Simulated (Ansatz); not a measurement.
Start from HfC in the rock salt structure (space group Fm-3m, No. 225; a = 4.651 Å; relaxed with 0.1 eV smearing).

Calculations: PBE in Ansatz (plane waves to 420 eV, PAW, spin-orbit coupling left out).

Strains are applied to the cell and any free atomic positions relax.

One change was made to it. Results:

The energy rises by 48 meV/atom; the band gap remains zero.

Which change produced these results?
A. isotropic strain +3.00 %
B. isotropic strain +1.50 %
C. isotropic strain −1.00 %
D. isotropic strain +2.50 %

D, isotropic strain +2.50 %. For comparison, the energy relative to the base in the other runs: isotropic strain −1.00 % gives +8.5 meV/atom; isotropic strain +3.00 % gives +68 meV/atom; isotropic strain +1.50 % gives +18 meV/atom.

Whether these cells are dynamically stable was not tested. The final runs are not spin-polarised.

Ansatz is a first-principles code.
